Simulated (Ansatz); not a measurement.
The parent structure is ZrS2 in the CdI2 type structure (space group P-3m1, No. 164; a = 3.5781 Å, c = 5.5398 Å; layered, stacked along the Cartesian z axis).

Now apply this change: a free-standing slab of 1 layer (3 atoms, 3 a layer) is cut normal to the stacking axis, with 15 Å of vacuum and the in-plane cell relaxed.

Levels (all Ansatz, an electronic-structure program, PAW): PBEsol-D3(BJ) (420 eV, scalar-relativistic without spin-orbit coupling); PBEsol+SOC (420 eV, spin-orbit coupling included).

The geometry is relaxed with PBEsol-D3(BJ).

| Property | Value |
|---|---|
| PBEsol-D3(BJ) smallest direct gap | 1.61 eV |
| PBEsol-D3(BJ) band gap | 0.94 eV |
| PBEsol-D3(BJ) valence-band top at Γ | 0.00, 0.00, -1.01 eV |

With PBEsol+SOC at the same geometry, the hole mass (in plane) comes out as 0.23 mₑ (at Γ); the smallest direct gap falls by 0.04 eV to 1.57 eV; the band gap drops by 0.04 eV to 0.90 eV; the valence-band top at Γ (three highest Kramers pairs, from the VBM) goes from 0.00, 0.00, -1.01 eV to 0.00, -0.08, -1.06 eV.

Single points use the geometry relaxed with PBEsol-D3(BJ). Differences between runs with and without spin-orbit coupling are approximate. Effective masses come from finite differences of ±0.01 Å⁻¹. Stability against distortions was not tested. A zero or small gap of ZrS2 can be the functional's error rather than a property of the material.
